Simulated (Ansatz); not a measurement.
Base system: GaCuSe$_{2}$ in the chalcopyrite structure (space group I-42d, No. 122; a = 5.508 Å, c = 10.962 Å). Axes: x, y, z lie along a, b, c of the conventional cell.

Structures relaxed with LDA in Ansatz (plane waves to 420 eV, PAW, no spin-orbit coupling).

Base:

Simulated powder pattern, Mo Kα, λ = 0.71073 Å (kinematic, ideal powder, no thermal factors, no anomalous dispersion; the 8 strongest lines at most, above 2 %, up to 2θ = 40°):

```tsv
2θ (°)	I/Imax (%)	hkl
12.85	100	(112)
21.03	27	(220)
21.08	53	(204)
24.72	33	(312)
24.81	17	(116)
29.91	9.2	(400)
32.74	14	(316)
36.88	18	(424)
```

After one change:

Simulated powder pattern, Mo Kα, λ = 0.71073 Å (kinematic, ideal powder, no thermal factors, no anomalous dispersion; the 8 strongest lines at most, above 2 %, up to 2θ = 40°):

| 2θ (°) | I/Imax (%) |
|---|---|
| 12.97 | 100 |
| 21.05 | 55 |
| 21.69 | 25 |
| 24.24 | 18 |
| 25.35 | 32 |
| 32.75 | 14 |
| 36.49 | 9.6 |
| 37.65 | 17 |

### Question
Which change produced these results?
(A) biaxial strain −1.50 %, plane normal [001], relaxed out of plane
(B) biaxial strain −0.75 %, plane normal [001], relaxed out of plane
(C) biaxial strain −3.00 %, plane normal [001], relaxed out of plane
(D) biaxial strain −2.25 %, plane normal [001], relaxed out of plane

### Answer
C, biaxial strain −3.00 %, plane normal [001], relaxed out of plane. Its volume per atom is 20.27 Å³ against 20.79 Å³, and its space group is I-42d (No. 122).

Whether these cells are dynamically stable was not tested. The final runs are not spin-polarised.

Ansatz is a quantum-chemistry and plane-wave program.
